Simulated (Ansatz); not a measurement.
# Hypothetical R3c LaNbN3: response to strain

Base system: LaNbN$_{3}$ (space group R3c, No. 161; a = 5.7522 Å, c = 13.8369 Å (hexagonal axes); a hypothetical phase, not in the database extracts checked). Axes: x lies along a and z along c of the hexagonal cell.

Strains are applied to the cell and any free atomic positions relax; under stress the whole cell relaxes.

Method: PBEsol (Ansatz, a quantum-chemistry and plane-wave program, PAW, scalar-relativistic without spin-orbit coupling).

Notes on the quantities. energy relative to the base: free energy F.

```json
[
 {"variant": "base", "energy relative to the base": "0 meV/atom", "shortest interatomic distance": "200.7 pm", "space group": "R3c (No. 161)"},
 {"variant": "uniaxial strain ε_yy = −1.26 %", "energy relative to the base": "+0.8 meV/atom", "shortest interatomic distance": "200.6 pm", "space group": "Cc (No. 9)"},
 {"variant": "uniaxial strain ε_yy = +0.97 %", "energy relative to the base": "+1.0 meV/atom", "shortest interatomic distance": "198.4 pm", "space group": "Cc (No. 9)"},
 {"variant": "uniaxial stress, 1 GPa compression along z", "energy relative to the base": "+0.3 meV/atom", "shortest interatomic distance": "201.3 pm", "space group": "R3c (No. 161)"}
]
```

Without a gap, meshes like the base's 10×10×10 leave anisotropic stresses uncertain by several tenths of a GPa, and small strain energies with them. Stability under load was not tested beyond the relaxation. All final runs are without spin polarisation.
